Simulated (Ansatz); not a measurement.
Consider MgS in the rock salt structure (space group Fm-3m, No. 225; a = 5.1820 Å).

Perturbation: cell and atoms relaxed at a pressure of 3 GPa.

Levels (all Ansatz, a first-principles code, PAW): PBEsol (420 eV, without spin-orbit coupling); r2SCAN (500 eV, no SOC); HSE06 (420 eV, scalar-relativistic without spin-orbit coupling).

One geometry, relaxed with PBEsol, under each level:

Notes on the quantities. hole mass: degenerate bands, along [100].

```json
[
 {"level": "PBEsol", "band gap": "2.80 eV", "lowest conduction level above the VBM at special points": "X 2.80 eV; K 3.87 eV; U 3.87 eV; Γ 3.98 eV", "electron mass": "0.53 mₑ along k, 0.29 mₑ across (at X)", "hole mass": "0.25, 0.88, 0.88 mₑ (at Γ)", "pressure": "3.01 GPa"},
 {"level": "r2SCAN", "band gap": "(withheld)", "lowest conduction level above the VBM at special points": "(withheld)", "electron mass": "(withheld)", "hole mass": "(withheld)", "pressure": "(withheld)"},
 {"level": "HSE06", "band gap": "3.92 eV", "lowest conduction level above the VBM at special points": "X 3.92 eV; K 5.02 eV; U 5.02 eV; Γ 5.25 eV", "electron mass": "–", "hole mass": "–", "pressure": "–"}
]
```

Question: Give the withheld r2SCAN results.

Answer: 
- r2SCAN, band gap: 3.56 eV
- r2SCAN, lowest conduction level above the VBM at special points: X 3.56 eV; K 4.61 eV; U 4.61 eV; Γ 5.06 eV
- r2SCAN, electron mass: 0.53 mₑ along k, 0.30 mₑ across (at X)
- r2SCAN, hole mass: 0.28, 0.89, 0.89 mₑ (at Γ)
- r2SCAN, pressure: 4.22 GPa

Single points use the geometry relaxed with PBEsol. Their cutoffs differ, which shifts pressures a little. The hybrid gap comes from the SCF mesh plus the semilocal run's edge points and a few special points and is an upper bound. Load acts through the strain it causes; cell and atoms are relaxed under it. Effective masses come from finite differences of ±0.01 Å⁻¹. Along k means along the line from Γ to the band edge. Stability against distortions was not tested.
